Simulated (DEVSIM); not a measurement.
System: Ti/Al2O3/p-Si capacitor, at 300 K.

```csv
layer (left to right),material,thickness (nm),Na (cm⁻³)
1,Al2O3,2.60,-
2,Si,6100,8.8e15
```

Metal gate on the left, work function 4.33 eV. Fixed charge at the semiconductor interface 3.6e10 cm⁻² (in units of +e); no interface traps.

The device is made up for the run: typed textbook-type constants, with dimensions and the other settings drawn at random. Values at 300 K.

```
parameter      Al2O3       Si
-------------  -----  -------
gap (eV)         6.8    1.124
affinity (eV)   1.35     4.05
permittivity       9     11.7
Nc (cm⁻³)          -  2.86e19
Nv (cm⁻³)          -   3.1e19
```

Model (solved in DEVSIM): 1D Poisson equation in equilibrium, Boltzmann statistics, complete ionisation; no quantum confinement or tunnelling. Metal contacts follow the ideal Schottky-Mott rule: no Fermi-level pinning, no interface dipoles.

Base results: minimum of the low-frequency capacitance (μF/cm²) 0.0360; capacitance of the dielectric stack (μF/cm²) 3.06; flat-band voltage (V) -0.63; threshold voltage (band bending 2φF) (V) 0.08.

Question: What follows from this one change: gate work function 4.33 → 4.03 eV?

Answer: minimum of the low-frequency capacitance little changed (0.0360 μF/cm²); capacitance of the dielectric stack little changed (3.06 μF/cm²); flat-band voltage -0.63 → -0.93 V; threshold voltage (band bending 2φF) 0.08 → -0.22 V.

Question: What follows from this one change: Al2O3 thickness 0.0026 → 0.0031 μm?

Answer: minimum of the low-frequency capacitance little changed (0.0359 μF/cm²); capacitance of the dielectric stack 3.06 → 2.57 μF/cm²; flat-band voltage little changed (-0.64 V); threshold voltage (band bending 2φF) little changed (0.09 V).

Question: What follows from this one change: substrate doping 8.8e+15 → 1.8e+16 cm^-3?

Answer: minimum of the low-frequency capacitance 0.0360 → 0.0495 μF/cm²; capacitance of the dielectric stack little changed (3.06 μF/cm²); flat-band voltage -0.63 → -0.65 V; threshold voltage (band bending 2φF) 0.08 → 0.11 V.

Question: What follows from this one change: interface trap density 0 → 2e+12 cm^-2 eV^-1?

Answer: minimum of the low-frequency capacitance 0.0360 → 0.320 μF/cm²; capacitance of the dielectric stack little changed (3.06 μF/cm²); flat-band voltage -0.63 → -0.67 V; threshold voltage (band bending 2φF) 0.08 → 0.12 V.
